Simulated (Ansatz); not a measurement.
BN under load (space group F-43m), r2SCAN, rigid bands (Ansatz, a quantum-chemistry and plane-wave program). Condition of this run: hydrostatic pressure of -9 GPa (compression positive) (the target of the relaxation). Band gap 4.98 eV, N_c = 2.13e19 cm⁻³ and N_v = 8.43e19 cm⁻³ at 300 K, conductivity masses of 0.383 mₑ (electrons) and 0.678 mₑ (holes). Take k_BT = 0.02585 eV.

Q: A film of it is 2 nm thick. Estimate the confinement energies in an infinite well.

A: ħ²π²/(2m t²) = 0.376 eV·nm²/(m/mₑ × t²) gives 245 meV for electrons and 139 meV for holes, so the gap would widen to about 5.36 eV. Finite barriers and nonparabolic bands lower this, and with several valleys or bands the heaviest mass along the normal sets the lowest level, not this average.

Q: What thermal injection velocity √(2k_BT/πm) limits a ballistic channel?

A: 8.69e6 cm/s for electrons and 6.53e6 cm/s for holes, a ratio of √(m_h/m_e) = 1.33, for dilute carriers.

Q: Find the intrinsic carrier density and the intrinsic Fermi level.

A: n_i = √(N_c N_v) exp(−E_g/2k_BT) = 4.24e19 × exp(−96.32) = 6.3e-23 cm⁻³. The level lies (k_BT/2) ln(N_v/N_c) = 18 meV from mid-gap (positive towards the conduction band). Each 0.1 eV added to the gap lowers n_i by a factor of 6.9.

Rigid bands with the computed gap; masses take one relaxation time for all states. Spin-orbit coupling is left out. Geometry: cell and atoms relaxed with PBEsol.
